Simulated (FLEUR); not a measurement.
Worked example: self-consistent single point of LiBe (P1, 4 atoms in the cell) in FLEUR.

Computed with PBEsol, all-electron FLAPW (FLEUR), scalar-relativistic valence run with FLEUR.

The change in words: atoms moved at random. Reference geometry:
```
CELL_PARAMETERS angstrom
      2.29599     0.00000     0.00000
      0.00000     3.61277     0.00000
     -0.40174     0.00000     5.51352
ATOMIC_POSITIONS crystal
  Li 0.73685 0.25000 0.15486
  Li 0.26315 0.75000 0.84514
  Be 0.75642 0.25000 0.57617
  Be 0.24358 0.75000 0.42383
```

Reference input (self-consistent single point, DFT, PBEsol, all-electron FLAPW (FLEUR), scalar-relativistic valence): Kmax = 4 1/bohr; GmaxXC = 16 1/bohr; xcFunctional = PBEs; jspins = 1; l_soc = F; mode = gauss; fermiSmearingEnergy = 0.00999582 Htr; mesh (inpgen div1-3) = 11 7 5; inpgen gamma flag = false; Gmax = 16 1/bohr; numbands = 0; maxIterBroyd = 25. This run's input differs from it in these lines:

```diff
@@ -10,6 +10,6 @@
 4
-3 0.7368500000 0.2500000000 0.1548600000
-3 0.2631500000 0.7500000000 0.8451400000
-4 0.7564200000 0.2500000000 0.5761700000
-4 0.2435800000 0.7500000000 0.4238300000
+3 0.7364500000 0.2625390000 0.1586480000
+3 0.2702320000 0.7452760000 0.8407340000
+4 0.7250700000 0.2368020000 0.5746230000
+4 0.2682480000 0.7553830000 0.4259950000
 
@@ -75,4 +75,7 @@
       <atomGroup species="Lithium (Li)">
-         <relPos label="                   1">-.2631500000 1.000/4.000 .1548600000</relPos>
-         <relPos label="                   2">.2631500000 -1.000/4.000 -.1548600000</relPos>
+         <relPos label="                   1">-.2635500000 .2625390000 .1586480000</relPos>
+         <force calculate="T" relaxXYZ="TTT"/>
+      </atomGroup>
+      <atomGroup species="Lithium (Li)">
+         <relPos label="                   2">.2702320000 -.2547240000 -.1592660000</relPos>
          <force calculate="T" relaxXYZ="TTT"/>
@@ -80,4 +83,7 @@
       <atomGroup species="Beryllium (Be)">
-         <relPos label="                   3">-.2435800000 1.000/4.000 -.4238300000</relPos>
-         <relPos label="                   4">.2435800000 -1.000/4.000 .4238300000</relPos>
+         <relPos label="                   3">-.2749300000 .2368020000 -.4253770000</relPos>
+         <force calculate="T" relaxXYZ="TTT"/>
+      </atomGroup>
+      <atomGroup species="Beryllium (Be)">
+         <relPos label="                   4">.2682480000 -.2446170000 .4259950000</relPos>
          <force calculate="T" relaxXYZ="TTT"/>
```

Output (repeated stretches shortened):

```
 Iteration:     1   Distance:       6.83151069 me/bohr^3
 Iteration:     2   Distance:       6.19088587 me/bohr^3
 Iteration:     3   Distance:       3.28201593 me/bohr^3
 Iteration:     4   Distance:       3.38844144 me/bohr^3
 Iteration:     5   Distance:       1.21932323 me/bohr^3
   [... 8 lines left out ...]
 Iteration:    14   Distance:       0.00009289 me/bohr^3
 Iteration:    15   Distance:       0.00001529 me/bohr^3
 Iteration:    16   Distance:       0.00002434 me/bohr^3
 Iteration:    17   Distance:       0.00000629 me/bohr^3
 Reset of history
 Run finished successfully
 Stop message:
   Structural relaxation: new displacements generated

[file out, last iteration]
             iter=     18
[...]
          total density-effective poten   -6.4098740630E+01
          total charge density-energy d   -9.2241616779E+00
 Updated energy parameters for spin:           1
[...]
 fermi energy and band-weighting factors:

[...]
FERMIE:
          first approx. to ef    (T=0)  :   0.120979 htr   (energy of the highest occ. eigenvalue)
          number of occ. states  (T=0)  :        580
          first approx. to seigv (T=0)  :   0.058054 htr
          sum of weights of occ. states :   3.002597
          sum of semicore charge        :   0.000000 e
          fermi energy=   0.12014 har   work function=  -3.26915 ev
          number of valence electrons=   6.00000
   [... lines left out ...]
          total moment                 =     0.00000
 Direct bandgap for spin            1 :    1.0150316238786219E-002  Htr
 ---->    free energy=                       -44.2553630931 htr
   [... lines left out ...]
 TOTAL FORCE FOR ATOM TYPE=  2  X=  1.293   Y= -1.739   Z= -1.659
                       FX_TOT=-0.001684 FY_TOT= 0.000778 FZ_TOT= 0.002149
 TOTAL FORCE FOR ATOM TYPE=  3  X= -0.870   Y=  1.617   Z= -4.432
                       FX_TOT= 0.008607 FY_TOT= 0.006540 FZ_TOT= 0.002035
 TOTAL FORCE FOR ATOM TYPE=  4  X=  0.840   Y= -1.670   Z=  4.438
                       FX_TOT=-0.008420 FY_TOT=-0.004486 FZ_TOT=-0.002564
```

The run converged in 17 iterations. FLEUR gives forces in its relaxation mode, with a further iteration, so its stop message speaks of a relaxation. Against the reference run the total energy goes up by 11.4 meV/atom and the largest force goes from 0.005 to 0.566 eV/Å.

The starting cell comes from a database of computed structures (which also holds hypothetical and non-ambient phases and stackings), without a prior relaxation at this level. For this run, on top of that: atoms moved at random. Values depend on the basis (sphere radii, cutoffs, local orbitals), which need not be converged. The log's line on a gap gives a spacing of levels on this mesh, which the program prints for metals too.

Cost on one core of a shared machine: roughly 6 min.
